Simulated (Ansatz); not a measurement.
System: interstitial Mg in wurtzite GaN (charge state +2). Calculation: PBE, PAW files of an earlier set (plane waves to 420 eV; Ansatz, a quantum-chemistry and plane-wave program).

Cell of 72 host sites held at the relaxed PBE lattice; one k-point at (0.125, 0.250, 0.250); Fermi-Dirac width 0.01 eV, spin-restricted; finite-size errors left in. Energies are static. The charge state is imposed; whether it is stable for some Fermi level was not computed. Sites that were not tried may lie lower.

Barriers: single points on a 2×2×2 k-point mesh shifted by half a step along c at the bands' geometries.

Relaxed starting cell (atoms counted from 1):

```
CELL_PARAMETERS angstrom
      9.65592     0.00000     0.00000
     -4.82796     8.36227     0.00000
      0.00000     0.00000    10.48713
ATOMIC_POSITIONS crystal
  Ga 0.22253 0.11061 0.25071
  Ga 0.22340 0.10978 0.75293
  Ga 0.24545 0.45558 0.23513
  Ga 0.22339 0.44463 0.75183
  Ga 0.22259 0.77794 0.25073
  Ga 0.22352 0.77977 0.75313
  Ga 0.55503 0.11064 0.25071
  Ga 0.55346 0.10979 0.75301
  Ga 0.55497 0.44276 0.25006
  Ga 0.55530 0.44334 0.74736
  Ga 0.55465 0.77837 0.25031
  Ga 0.55525 0.77790 0.74736
  Ga 0.87722 0.08736 0.23554
  Ga 0.88824 0.10947 0.75169
  Ga 0.87738 0.45564 0.23513
  Ga 0.88843 0.44450 0.75184
  Ga 0.89073 0.77826 0.25021
  Ga 0.88987 0.77780 0.74734
  Ga 0.11776 0.21619 0.50946
  Ga 0.11137 0.22249 0.99900
  Ga 0.11794 0.56928 0.50965
  Ga 0.11131 0.55609 0.99905
  Ga 0.11143 0.88953 0.50134
  Ga 0.11085 0.88918 0.00010
  Ga 0.44432 0.22253 0.50127
  Ga 0.44483 0.22313 0.00007
  Ga 0.44522 0.55635 0.49979
  Ga 0.44846 0.55806 0.99288
  Ga 0.44425 0.88951 0.50142
  Ga 0.44465 0.88918 0.00011
  Ga 0.76445 0.21614 0.50942
  Ga 0.77767 0.22254 0.99917
  Ga 0.77766 0.55639 0.49977
  Ga 0.77620 0.55806 0.99292
  Ga 0.77756 0.88895 0.49969
  Ga 0.77609 0.88582 0.99298
  N  0.22349 0.11018 0.43848
  N  0.22239 0.11149 0.94055
  N  0.21908 0.44303 0.43536
  N  0.22297 0.44516 0.94026
  N  0.22354 0.78089 0.43848
  N  0.22224 0.77817 0.94076
  N  0.55267 0.11005 0.43843
  N  0.55559 0.11149 0.94065
  N  0.55550 0.44454 0.43744
  N  0.55504 0.44360 0.93493
  N  0.55531 0.77849 0.43747
  N  0.55507 0.77906 0.93496
  N  0.89059 0.11480 0.43539
  N  0.88874 0.11111 0.94009
  N  0.89053 0.44308 0.43532
  N  0.88868 0.44513 0.94030
  N  0.88927 0.77849 0.43747
  N  0.89032 0.77910 0.93491
  N  0.10884 0.22398 0.19160
  N  0.11150 0.22139 0.69261
  N  0.10878 0.55045 0.19190
  N  0.11173 0.55622 0.69274
  N  0.11100 0.88844 0.18873
  N  0.11214 0.88901 0.68859
  N  0.44461 0.22227 0.18865
  N  0.44407 0.22104 0.68854
  N  0.45635 0.56146 0.18188
  N  0.44347 0.55467 0.68677
  N  0.44464 0.88849 0.18875
  N  0.44411 0.88902 0.68866
  N  0.78234 0.22415 0.19183
  N  0.77690 0.22128 0.69256
  N  0.77223 0.56115 0.18186
  N  0.77844 0.55461 0.68674
  N  0.77159 0.87629 0.18194
  N  0.77834 0.88936 0.68669
  Mg 0.00010 0.33380 0.34947
```
Cell charge +2.

End state 1 differs by these moves (Å; atoms that move under 0.08 Å are left out):

| atom | element | Δx | Δy | Δz |
|---|---|---|---|---|
| 1 | Ga | -0.01 | -0.19 | -0.16 |
| 3 | Ga | -0.34 | 0.00 | 0.00 |
| 9 | Ga | 0.16 | 0.11 | -0.16 |
| 13 | Ga | -0.01 | 0.19 | 0.16 |
| 15 | Ga | 0.16 | -0.11 | 0.16 |
| 19 | Ga | -0.19 | 0.00 | 0.00 |
| 21 | Ga | -0.01 | -0.11 | -0.10 |
| 24 | Ga | 0.00 | -0.03 | -0.07 |
| 25 | Ga | 0.10 | -0.05 | 0.09 |
| 27 | Ga | -0.01 | 0.11 | 0.10 |
| 31 | Ga | 0.10 | 0.05 | -0.09 |
| 36 | Ga | 0.00 | 0.03 | 0.07 |
| 57 | N | -0.09 | 0.09 | -0.11 |
| 59 | N | 0.00 | -0.10 | -0.07 |
| 63 | N | -0.09 | -0.09 | 0.11 |
| 69 | N | 0.16 | 0.00 | 0.00 |
| 71 | N | 0.00 | 0.10 | 0.07 |
| 73 | Mg | 3.22 | 0.00 | 0.00 |

### Question
Estimate the forward and backward barriers to end state 1 that PBE, PAW files of an earlier set returns for this input.

### Answer
forward 1.85 eV, backward 1.85 eV; at the saddle point atom 73 has neighbours Ga at 2.25, Ga at 2.45; N at 1.89, N at 1.92, N at 2.31, N at 2.32 Å. The saddle point's order was not checked, and it lies on a symmetry element of the cell, where a band can be held.

End state 2 differs by these moves (Å; atoms that move under 0.08 Å are left out):

| atom | element | Δx | Δy | Δz |
|---|---|---|---|---|
| 1 | Ga | 0.02 | -0.01 | -0.09 |
| 3 | Ga | -0.17 | -0.09 | 0.14 |
| 4 | Ga | 0.09 | 0.06 | 0.07 |
| 5 | Ga | 0.00 | 0.03 | -0.09 |
| 7 | Ga | -0.02 | -0.01 | -0.09 |
| 13 | Ga | 0.00 | 0.20 | 0.13 |
| 14 | Ga | 0.00 | -0.10 | 0.07 |
| 15 | Ga | 0.17 | -0.09 | 0.14 |
| 16 | Ga | -0.09 | 0.06 | 0.07 |
| 19 | Ga | 0.07 | -0.04 | -0.26 |
| 21 | Ga | 0.00 | 0.09 | -0.26 |
| 28 | Ga | -0.01 | 0.00 | 0.10 |
| 31 | Ga | -0.07 | -0.04 | -0.26 |
| 34 | Ga | 0.01 | 0.00 | 0.10 |
| 36 | Ga | 0.00 | 0.02 | 0.10 |
| 37 | N | 0.07 | -0.03 | -0.08 |
| 41 | N | 0.00 | 0.08 | -0.08 |
| 43 | N | -0.06 | -0.03 | -0.08 |
| 56 | N | -0.03 | 0.02 | -0.09 |
| 58 | N | 0.00 | -0.03 | -0.09 |
| 63 | N | -0.08 | -0.05 | 0.08 |
| 68 | N | 0.03 | 0.03 | -0.09 |
| 69 | N | 0.08 | -0.05 | 0.08 |
| 71 | N | 0.00 | 0.11 | 0.08 |
| 73 | Mg | 0.00 | 0.00 | 2.61 |

### Question
What is the computed forward and backward barriers to end state 2 (PBE, PAW files of an earlier set)?

### Answer
forward 2.04 eV, backward 2.04 eV; at the saddle point atom 73 has neighbours 3 Ga at 2.26; 2 N at 1.93, N at 1.93 Å. The saddle point's order was not checked, and it lies on a symmetry element of the cell, where a band can be held.
